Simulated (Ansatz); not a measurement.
# What pressure 30 GPa does to Ti

The reference is Ti in the hcp (Mg type) structure (space group P6_3/mmc, No. 194; a = 2.9009 Å, c = 4.5906 Å).

Now apply this change: cell and atoms relaxed at a pressure of 30 GPa.

Computed with PBEsol in Ansatz (plane waves to 420 eV, PAW, spin-orbit coupling left out). k-mesh 18×18×10 (Γ-centred); smearing 0.05 eV (Fermi–Dirac).

| quantity | base | changed | shift |
|---|---|---|---|
| volume per atom | 16.73 Å³ | 13.91 Å³ | -2.813 Å³ |
| density | 4.75 g/cm³ | 5.71 g/cm³ | +0.96 g/cm³ |
| lattice parameter a | 2.901 Å | 2.721 Å | -0.180 Å |
| c/a ratio | 1.582 | 1.595 | +0.013 |
| shortest interatomic distance | 2.841 Å | 2.679 Å | -0.162 Å |
| enthalpy H = E + PV relative to the base's energy | – | +2.84 eV/atom | – |
| band gap | zero | zero | – |

Load acts through the strain it causes; cell and atoms are relaxed under it. Stability against distortions was not tested. Competing high-pressure phases were not computed. The final runs are not spin-polarised.

Ansatz is a first-principles code.
